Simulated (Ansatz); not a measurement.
# Fermi-surface data of TiSi$_{2}$ (Fddd)

Given:

```
CELL_PARAMETERS angstrom
      0.00000     4.09421     4.24699
      2.38016     0.00000     4.24699
      2.38016     4.09421     0.00000
ATOMIC_POSITIONS crystal
  Ti 0.50000 0.50000 0.50000
  Ti 0.75000 0.75000 0.75000
  Si 0.83617 0.16383 0.83617
  Si 0.16383 0.83617 0.16383
  Si 0.41383 0.08617 0.41383
  Si 0.08617 0.41383 0.08617
```

These are PBEsol, rigid bands (plane waves, PAW, scalar-relativistic; Ansatz, a quantum-chemistry and plane-wave program) values and carry that method's errors. How the cell was made: cell and atoms relaxed with PBEsol.

```json
{
  "density of states at the Fermi level": "2.25 states/(eV·cell), both spins",
  "bare Sommerfeld coefficient": "0.88 mJ/(mol of atoms·K²)",
  "drude_plasma_energy": "5.3 (x), 5.2 (y), 4.9 (z) eV",
  "root-mean-square Fermi velocity": "6.1e5 m/s",
  "resistivity times τ": "17.6 (x), 17.8 (y), 20 (z) ×10⁻²² Ω·m·s"
}
```

A metal at this level (no band gap); rigid bands, thermally averaged at 300 K, both spins. Spin-orbit coupling is left out. τ is one relaxation time for all states.
